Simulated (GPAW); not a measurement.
Input and output of a self-consistent single point for NbRu3 (P6_3/mmc, 8 atoms in the cell) (GPAW).

Level of theory: PBEsol, GPAW PAW datasets PBEsol (made by gpaw-setup) (plane waves; GPAW).

The change in words: lattice scaled by 0.98. Reference geometry:
```
NbRu3
1.0
    5.56044     0.00000     0.00000
   -2.78022     4.81548     0.00000
    0.00000     0.00000     4.38106
Nb Ru
2 6
Cartesian
  0.00000   3.21032   3.28579
  2.78022   1.60516   1.09526
  0.00000   1.58646   1.09526
  2.78022   3.22902   3.28579
  4.18652   0.79323   3.28579
 -1.40630   4.02225   1.09526
  1.40630   4.02225   1.09526
  1.37392   0.79323   3.28579
```

Reference input (self-consistent single point, DFT PBEsol, plane waves, GPAW PAW datasets PBEsol (made by gpaw-setup)): mode = pw; ecut = 600 eV; xc = PBEsol; kpts = 4 4 5; mesh shift (steps) = 0 0 0; occupations.name = fermi-dirac; occupations.width = 0.1 eV; nbands = -16; convergence.forces = 0.001 eV/Å; symmetry.symmorphic = false; symmetry.tolerance = 0.0005; maxiter = 150. This run's input differs from it in these lines:

```diff
@@ -5,5 +5,5 @@
 atoms = Atoms(['Nb', 'Nb', 'Ru', 'Ru', 'Ru', 'Ru', 'Ru', 'Ru'],
-              cell=[[5.560440, 0.000000, 0.000000],
-                    [-2.780220, 4.815482, 0.000000],
-                    [0.000000, 0.000000, 4.381060]],
+              cell=[[5.449231, 0.000000, 0.000000],
+                    [-2.724616, 4.719172, 0.000000],
+                    [0.000000, 0.000000, 4.293439]],
               scaled_positions=[[0.333333, 0.666667, 0.750000],
```

Output (repeated stretches shortened):

```
     iter     time        total  log10-change:
                         energy   eigst   dens  force
iter:   1 --:--:--   -91.109144
iter:   2 --:--:--   -90.190506   -1.18  -1.28
iter:   3 --:--:--   -86.328730   -0.73  -1.30
iter:   4 --:--:--   -86.357938   -1.58  -1.77
iter:   5 --:--:--   -85.825107   -1.07  -1.58
iter:   6 --:--:--   -86.595146   -1.73  -1.96
iter:   7 --:--:--   -85.413427   -1.55  -1.71
iter:   8 --:--:--   -85.436741   -3.01  -2.56
iter:   9 --:--:--   -85.405432c  -3.07  -2.43
iter:  10 --:--:--   -85.401704c  -3.45  -2.85
iter:  11 --:--:--   -85.401533c  -5.01  -3.43
iter:  12 --:--:--   -85.401448c  -5.22  -3.47
iter:  13 --:--:--   -85.401595c  -5.18  -3.48
iter:  14 --:--:--   -85.401552c  -6.45  -3.63
iter:  15 --:--:--   -85.401394c  -5.60  -3.71
iter:  16 --:--:--   -85.401387c  -6.22  -3.90
iter:  17 --:--:--   -85.401341c  -6.34  -4.17c
iter:  18 --:--:--   -85.401355c  -7.27  -4.31c
iter:  19 --:--:--   -85.401359c  -7.58c -4.42c
iter:  20 --:--:--   -85.401353c  -7.76c -4.47c -2.61
iter:  21 --:--:--   -85.401352c  -8.19c -4.56c -2.55
iter:  22 --:--:--   -85.401350c  -7.64c -4.61c -3.01c
Converged after 22 iterations.

Dipole moment: (0.000000, 0.000000, -0.000000) |e|*Ang

Energy contributions relative to reference atoms: (reference = -946789.456471)

Kinetic:         +9.273927
Potential:      -32.528497
External:        +0.000000
XC:             -60.379861
Entropy (-ST):   -0.341861
Local:           -1.595988
SIC:             +0.000000
--------------------------
Free energy:    -85.572280
Extrapolated:   -85.401350

Showing only first 2 kpts
 Kpt  Band  Eigenvalues  Occupancy
  0    59     12.92416    1.99654
  0    60     12.96855    1.99461
  0    61     13.70601    0.37653
  0    62     15.25418    0.00000

  1    59     14.41995    0.00037
  1    60     14.49353    0.00018
  1    61     14.49353    0.00018
  1    62     14.61691    0.00005

Fermi level: 13.55988

No gap
   [... lines left out ...]
  2 Ru   -0.00000    0.22988   -0.00000
  3 Ru    0.00000   -0.22988    0.00000
  4 Ru   -0.19908    0.11494    0.00000
  5 Ru    0.19908   -0.11494    0.00000
  6 Ru   -0.19908   -0.11494   -0.00000
  7 Ru    0.19908    0.11494    0.00000

Stress tensor:
    -0.064674    -0.000000     0.000000
    -0.000000    -0.064674     0.000000
     0.000000     0.000000    -0.063004
Stress (GPa, Voigt): [-10.3618 -10.3618 -10.0943   0.       0.      -0.    ]
```

The run converged in 22 iterations. GPAW prints stress with tension positive. Against the reference run the free energy rises by 6.1 meV/atom, the pressure goes from -7.57 to 10.27 GPa and the largest force goes from 0.157 to 0.230 eV/Å.

The starting cell comes from a database of computed structures (which also holds hypothetical and non-ambient phases and stackings), without a prior relaxation at this level. For this run, on top of that: lattice scaled by 0.98. Spin polarisation is off. With a pressure of about 10 GPa the cell is away from its equilibrium volume at this level.

Cost on one core of a shared machine: roughly 70 s.
